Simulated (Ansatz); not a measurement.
# TlSe (Pm-3m, No. 221, 2 atoms in the cell; start mp-10647; a measured phase of this formula has another space group)

These are PBEsol (PAW; Ansatz, a quantum-chemistry and plane-wave program) values and carry that method's errors.

Numerical settings: plane-wave cutoff 500 eV, 10×10×10 k mesh, Fermi–Dirac smearing 0.05 eV, scalar-relativistic PAW data made under PBE.

Cell (relaxed at this level):

```
TlSe
1.0
    3.65694     0.00000     0.00000
    0.00000     3.65694     0.00000
    0.00000     0.00000     3.65694
Tl Se
1 1
Direct
  0.50000   0.50000   0.50000
  0.00000   0.00000   0.00000
```

- band gap = none

Note: the relaxation could not lower the start's symmetry, so the cell can be a saddle point above a distorted one.

Spin–orbit coupling is not included; it can shift volumes and moduli of such heavy elements.

Computed values are for the static lattice.

A start named mp-… is a Materials Project structure, which need not be a measured phase.
